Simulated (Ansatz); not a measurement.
Input and output of a relaxation of cell and atoms for LuH2 (Fm-3m, 3 atoms in the cell) (Ansatz, a first-principles code).

Method of the run: PBEsol, default PAW files made with PBE (plane waves; Ansatz).

The change in words: atoms on their sites; basis.ecutwfc: 420 eV → 210 eV; relax: default → cell and atoms. Reference geometry:
```
CELL_PARAMETERS angstrom
      0.00000     2.50208     2.50208
      2.50208     0.00000     2.50208
      2.50208     2.50208     0.00000
ATOMIC_POSITIONS crystal
  Lu 0.00999 0.00999 0.99001
  H  0.25000 0.25000 0.25000
  H  0.75000 0.75000 0.75000
```

Reference input (self-consistent single point, DFT, PBEsol, plane waves, default PAW files made with PBE): basis.ecutwfc = 420 eV; kpoints.mp_grid.grid = 11 11 11; hamiltonian.xc = pbesol; hamiltonian.pseudopotentials = {kind: paw} (the program's default PAW files); scf.occupations.method = gaussian; scf.occupations.width = 0.1 eV. This run's input differs from it in these lines:

Ansatz 0.2 input:
```diff
@@ -6,3 +6,3 @@
   atoms:
-    - { symbol: Lu, position_ang: [-0.00000000, -0.00000000, 0.05000155] }
+    - { symbol: Lu, position_ang: [0.00000000, 0.00000000, 0.00000000] }
     - { symbol: H, position_ang: [1.25103950, 1.25103950, 1.25103950] }
@@ -10,3 +10,3 @@
 basis:
-  ecutwfc: 420.0 eV
+  ecutwfc: 210.0 eV
 kpoints:
@@ -18,2 +18,4 @@
   occupations: { method: gaussian, width: 0.1 eV }
+relax:
+  cell: {}
 output:
```

Log, with long lists cut:

```
   [... SCF lines of the steps left out ...]
relax step   1: F+E_penalty+E_count = -14639.24818991 eV  Δ(F+E_penalty+E_count) = +0.000e0 eV  max|allowed force component| = 1.807e-19 eV/Å  Δτ_max = 0.0000 Å  P = -2.984 GPa  Ω = 31.328 Å³  (8 SCF iters, dr2 threshold 1.00e-7 eV, accepted)
relax step   2: F+E_penalty+E_count = -14641.62975092 eV  Δ(F+E_penalty+E_count) = -2.382e0 eV  max|allowed force component| = 5.662e-19 eV/Å  Δτ_max = 0.0000 Å  P = +61.075 GPa  Ω = 28.524 Å³  energy of the carried Pulay correction = +2.872e0 eV  [...]
   [... lines left out ...]
relax step 120: F+E_penalty+E_count = -14639.28572690 eV  Δ(F+E_penalty+E_count) = -4.519e-3 eV  max|allowed force component| = 3.554e-19 eV/Å  Δτ_max = 0.0000 Å  P = -0.001 GPa  Ω = 30.584 Å³  energy of the carried Pulay correction = +4.517e-3 eV  [...]
relax step 121: F+E_penalty+E_count = -14639.28572690 eV  Δ(F+E_penalty+E_count) = +7.276e-12 eV  max|allowed force component| = 1.807e-19 eV/Å  Δτ_max = 0.0000 Å  P = -0.162 GPa  Ω = 30.584 Å³  stress off target by 1.62e-1 GPa  SCF on the basis [...]
basis re-selected at this cell: Δ(F+E_penalty+E_count) = +7.276e-12 eV, ΔP = -0.161 GPa vs the last step
   [... lines left out ...]
Free energy (F): -14639.285727 eV
Fermi energy:    13.612281 eV
Error: variable-cell relaxation did not converge after 121 `relax_step` rows, as none of its last 59 fresh-basis SCF(s) at a relaxed cell met both thresholds with a finite energy. The last misses `relax.cell.stress_tol`: largest allowed force component 1.81e-19 eV/Å (`relax.f_tol` 1.00e-2 eV/Å), stress off the target on the free part of the cell 1.62e-1 GPa (`relax.cell.stress_tol` 5.00e-2 GPa), F+E_penalty+E_count -14639.28572690 eV. The closest is row 103, whose structure comes with this error. Larger ratio of force or stress to its threshold at each such SCF whose figures are numbers: 63.032, 51.999, 15.793, 22.664, 24.759, 14.369, 12.948, 14.409, 2.229, 3.695, 6.183, 6.169, [...]
   [... lines left out ...]
to start a new deck from the relaxed geometry:
  cell:  # Å, volume = 30.5914 Å³
    - [-4.34699431271781e-33, 2.482311331310311, 2.482311331310311]
    - [2.482311331310311, -5.651479074019575e-33, 2.482311331310311]
    - [2.482311331310311, 2.482311331310311, 3.266213088274087e-33]
  atoms:
    - { symbol: Lu, position: [2.1444114771281294e-34, 1.4887104656724848e-35, -4.132615576992792e-34] }
    - { symbol: H, position: [0.24999999999999994, 0.24999999999999994, 0.24999999999999994] }
    - { symbol: H, position: [0.7499999999999999, 0.7499999999999999, 0.7499999999999999] }
```

The relaxation ended unconverged. 

The starting cell comes from a database of computed structures (which also holds hypothetical and non-ambient phases and stackings), without a prior relaxation at this level. Its lattice was rescaled by up to half a per cent. The cutoff lies below the one recommended for these files.

Cost on one core of a shared machine: roughly 2 min.
